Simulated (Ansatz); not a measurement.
The reference is Al in the fcc (Cu type) structure (space group Fm-3m, No. 225; a = 4.040 Å).

(Cell as relaxed with PBE.)

Levels (all Ansatz, a first-principles code, PAW): PBE (420 eV, spin-orbit coupling left out); r2SCAN (500 eV, no spin-orbit coupling).

Each level relaxes its own structure.

```csv
quantity,PBE,r2SCAN
volume per atom,16.49 Å³,?
lattice parameter a,4.040 Å,?
band gap,zero,?
```

Problem. Given the PBE results, estimate those of r2SCAN.

Solution. 
- volume per atom, r2SCAN: 15.90 Å³
- lattice parameter a, r2SCAN: 3.992 Å
- band gap, r2SCAN: zero

PBE's volume per atom lies 0.59 Å³ above r2SCAN's (3.7 %); PBE's lattice parameter a lies 0.048 Å above r2SCAN's (1.2 %); the two agree on the band gap. Neither level is exact; r2SCAN is the comparison here, not a measurement.

No phonon test of stability was made.
